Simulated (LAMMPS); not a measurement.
MD of ZrO2 (fluorite) at zero pressure over temperature, 324 atoms; each row names its start.

Method: classical MD, Buckingham potential of Woodley, Battle, Gale and Catlow, Phys. Chem. Chem. Phys. 1, 2535 (1999), used with rigid ions (no shells), PPPM sums, short-range terms cut at 10 Å, modified for these runs by an r^-4 repulsive force inside the short-range force's maximum (LAMMPS).

| T (K), start | state | volume | enthalpy | first peak of g(r), O-Zr | coordination number of O by Zr |
|---|---|---|---|---|---|
| 100, crystal | crystal; no diffusion seen in 21 ps | 10.8798 ± 0.0002 Å³/atom | -37.9039 ± 0.0001 eV/atom | 2.19 Å, height 25.0 | 4.00 (counted to 2.94 Å) |
| 200, crystal | crystal; no diffusion seen in 21 ps | 10.8975 ± 0.0002 Å³/atom | -37.8779 ± 0.0002 eV/atom | 2.19 Å, height 19.7 | 4.00 (counted to 2.98 Å) |
| 300, crystal | crystal; no diffusion seen in 21 ps | 10.9158 ± 0.0002 Å³/atom | -37.8522 ± 0.0003 eV/atom | 2.19 Å, height 16.4 | 4.00 (counted to 3.02 Å) |
| 1350, crystal | crystal; no diffusion seen in 21 ps | 11.125 ± 0.001 Å³/atom | -37.5713 ± 0.0010 eV/atom | 2.18 Å, height 8.2 | 4.00 (counted to 3.26 Å) |
| 1800, crystal | crystal; no diffusion seen in 21 ps | 11.223 ± 0.002 Å³/atom | -37.452 ± 0.002 eV/atom | 2.18 Å, height 7.2 | 4.00 (counted to 3.34 Å) |
| 2250, crystal | crystal; no diffusion seen in 21 ps | 11.336 ± 0.002 Å³/atom | -37.321 ± 0.002 eV/atom | 2.16 Å, height 6.3 | 4.00 (counted to 3.34 Å) |
| 2700, crystal | crystal; no diffusion seen in 21 ps | 11.446 ± 0.003 Å³/atom | -37.199 ± 0.002 eV/atom | 2.16 Å, height 5.7 | 4.00 (counted to 3.38 Å) |
| 3150, crystal | crystal; no diffusion seen in 21 ps | 11.565 ± 0.001 Å³/atom | -37.071 ± 0.002 eV/atom | 2.15 Å, height 5.5 | 4.00 (counted to 3.34 Å) |
| 3600, crystal | crystal; no diffusion seen in 21 ps | 11.706 ± 0.006 Å³/atom | -36.934 ± 0.004 eV/atom | 2.16 Å, height 5.1 | 4.00 (counted to 3.34 Å) |

Measured melting point: 2983 K (chemicals 1.5.2 (Python package), Misc/Physical Constants of Inorganic Compounds.csv; one source, unchecked).

Caution: the potential ionic pair potential woodley1999 is fitted for structure prediction of static crystals.

Caution: in nature this polymorph isn't the stable one over the whole range of temperature at this pressure, and short runs keep a crystal in its starting form.

Caution (rows 1350, crystal; 1800, crystal; 2250, crystal; 2700, crystal; 3150, crystal; 3600, crystal): a run this short can hold a crystal over, or a liquid under, the potential's own melting point, which these runs don't give.

Caution (rows 2250, crystal; 3150, crystal): enthalpy drifts during the constant-pressure average: a transition or slow ageing; fluctuation values are void.

From the crystal rows between 100 and 300 K, estimate the mean linear expansion coefficient and the heat capacity. The slope of ln V over three gives 5.5 × 10^-6 /K, and dH/dT = 3.0 kB/atom. Nuclei are classical here, so the heat capacity stays near 3 kB/atom, where a real crystal's falls off below its Debye temperature.

States go by the mean squared displacement: a species diffuses where it passes 1.5 Å², still rises and gives D over 1e-6 cm²/s; a crystal has left its structure where atoms lie 0.35 Å off their sites on average or a cubic box changes its shape by 3 %, or the axial ratios of another lie 8 % off the starting cell's, which the potential's own relaxation can also do.

The ± values are statistical; the model's systematic error is not in them.
